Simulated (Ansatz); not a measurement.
Calculation: PBE (plane waves to 420 eV, PAW; Ansatz, a first-principles code).

Plane-averaged electrostatic potential energy along the normal, in eV from the Fermi level, for CH3 on the 1x1 (111) surface of fcc Ni, ferromagnetic, one in a 2x2 cell, started at the site 'hollow Ni-Ni-Ni over Ni at depth 2.0 Å':

| z (Å) | V (eV) |
|---|---|
| 5.38 | 5.06 |
| 5.67 | 5.06 |
| 5.95 | 5.06 |
| 6.23 | 5.06 |
| 6.52 | 5.05 |
| 6.80 | 5.04 |
| 7.08 | 5.01 |
| 7.37 | 4.96 |
| 7.65 | 4.85 |
| 7.93 | 4.63 |
| 8.22 | 4.15 |
| 8.50 | 3.16 |
| 8.78 | 1.03 |
| 9.07 | -5.02 |
| 9.35 | -14.26 |
| 9.63 | -20.24 |
| 9.92 | -19.00 |
| 10.20 | -11.39 |
| 10.48 | -3.01 |
| 10.77 | -0.51 |
| 11.05 | -4.85 |
| 11.33 | -13.80 |
| 11.62 | -20.14 |
| 11.90 | -19.53 |
| 12.18 | -12.34 |
| 12.47 | -3.65 |
| 12.75 | -0.38 |
| 13.03 | -3.67 |
| 13.32 | -12.36 |
| 13.60 | -19.53 |
| 13.88 | -20.10 |
| 14.17 | -13.71 |
| 14.45 | -4.75 |
| 14.73 | -0.41 |
| 15.02 | -2.71 |
| 15.30 | -10.86 |
| 15.58 | -18.63 |
| 15.87 | -20.32 |
| 16.15 | -14.86 |
| 16.43 | -6.00 |
| 16.72 | -0.41 |
| 17.00 | -0.09 |
| 17.28 | -1.17 |
| 17.57 | -2.19 |
| 17.85 | -1.66 |
| 18.13 | 1.40 |
| 18.42 | 2.84 |
| 18.70 | 3.35 |
| 18.98 | 3.55 |
| 19.27 | 3.63 |
| 19.55 | 3.67 |
| 19.83 | 3.68 |
| 20.12 | 3.69 |
| 20.40 | 3.69 |
| 20.68 | 3.69 |
| 20.97 | 3.69 |
| 21.25 | 3.69 |
| 21.53 | 3.69 |
| 21.82 | 3.69 |
| 22.10 | 3.69 |

Model: 20-atom slab, 6.0 Å thick at the start under the adsorbate (thin: gaps and levels are the slab's own), 7x7x1 mesh, Fermi-Dirac 0.1 eV, dipole correction, 8 atoms held, the rest relaxed; held to the start's symmetry, so lower structures may exist; spin-polarised, no spin-orbit, no U, no dispersion correction. At the end it is bonded to 3 Ni. In PBE it is, or lies within 0.03 eV of, the lowest of the starts that converged.

Problem. The surface cell has an area of 21.45 Å². What dipole along the normal does the step between the two vacuum levels imply?

Solution. the top vacuum level lies 1.37 eV below the bottom one; p = −ε₀ A ΔV (ε₀ = 0.005526 e/(V·Å)) gives 0.16 e·Å a cell.
